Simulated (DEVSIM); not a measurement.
System: illuminated Si n-on-p cell, one wavelength, with a back-surface field, at 350 K.

Layer 1 from the left is Si, thickness (μm) 0.0830, Nd (cm⁻³) 1.6e18, τn (s) 7.5e-7, τp (s) 1.6e-7, absorption coefficient (cm⁻¹) 26000. Layer 2 from the left is Si, thickness (μm) 250, Na (cm⁻³) 4.7e16, τn (s) 6.8e-6, τp (s) 6.8e-6, absorption coefficient (cm⁻¹) 26000. Layer 3 from the left is Si, thickness (μm) 0.380, Na (cm⁻³) 4.6e18, τn (s) 6.8e-6, τp (s) 6.8e-6, absorption coefficient (cm⁻¹) 26000.

Left contact: ohmic, minority hole recombination velocity 2e6 cm/s. Right contact: ohmic, minority electron recombination velocity 3000 cm/s. Voltage is applied to the left contact. Recombination: SRH at mid-gap, radiative, Auger. Light enters at the left, 6e17 photons cm⁻² s⁻¹, one pass, no reflection. Mobility is constant in doping.

Constants are typed, rounded textbook-type inputs, not results; the design itself was drawn at random and stands for no fabricated device. Values at 300 K; Nc and Nv go as T^1.5, mobilities as T to minus their exponent, the gap by Varshni's rule with the affinity fixed.

Si: gap (eV) 1.124, affinity (eV) 4.05, permittivity 11.7, Nc (cm⁻³) 2.86e19, Nv (cm⁻³) 3.1e19, μn (cm²/Vs) 1417, μp (cm²/Vs) 470, T exponent of μn 2.3, T exponent of μp 2.2, B (cm³/s) 4.7e-15, Cn (cm⁶/s) 2.8e-31, Cp (cm⁶/s) 9.9e-32, Varshni α (eV/K) 0.000473, Varshni β (K) 636.

DEVSIM, 1D drift-diffusion, Boltzmann statistics, complete ionisation; no tunnelling, impact ionisation, image-force lowering or self-heating.

What does the simulation give for the dark forward voltage at 1 A/cm², the short-circuit current?

dark forward voltage at 1 A/cm² 0.561 V; short-circuit current 90.4 mA/cm².
